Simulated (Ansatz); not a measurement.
# LaBr3 (P6₃/m, No. 176)

The numbers are results of HSE06 (Ansatz, a quantum-chemistry and plane-wave program, PAW), not measurements.

Run with plane-wave cutoff 500 eV, 4×4×6 k mesh (along the axes of the cell as run), gaussian smearing 0.02 eV, scalar-relativistic PAW data made under PBE.

Cell (relaxed with r²SCAN):

```cif
data_Br6La2
_chemical_formula_sum 'La2 Br6'
_space_group_name_H-M_alt 'P 1'
_space_group_IT_number 1
_cell_length_a 8.07484
_cell_length_b 8.07484
_cell_length_c 4.51185
_cell_angle_alpha 90.000
_cell_angle_beta 90.000
_cell_angle_gamma 120.000
loop_
_space_group_symop_operation_xyz
  'x, y, z'
loop_
_atom_site_label
_atom_site_type_symbol
_atom_site_fract_x
_atom_site_fract_y
_atom_site_fract_z
_atom_site_occupancy
La1 La 0.66667 0.33333 0.75000 1
La2 La 0.33333 0.66667 0.25000 1
Br1 Br 0.61212 0.69923 0.75000 1
Br2 Br 0.38788 0.30077 0.25000 1
Br3 Br 0.91289 0.61212 0.25000 1
Br4 Br 0.08711 0.38788 0.75000 1
Br5 Br 0.30077 0.91289 0.75000 1
Br6 Br 0.69923 0.08711 0.25000 1
```

| Item | Result |
|---|---|
| band gap | 4.64 eV (on the SCF k mesh) |

Measured, for comparison: band gap 5.9 eV (temperature not stated, no zero-point or thermal correction, literature value; as tabulated in Przystupa et al. (2023), doi:10.3390/ma16145085).

Note: cell and atoms aren't relaxed at this level (largest force component 0.06 eV/Å, pressure -0.3 GPa).

Spin–orbit coupling is not included.

The result took roughly 16 core-minutes.
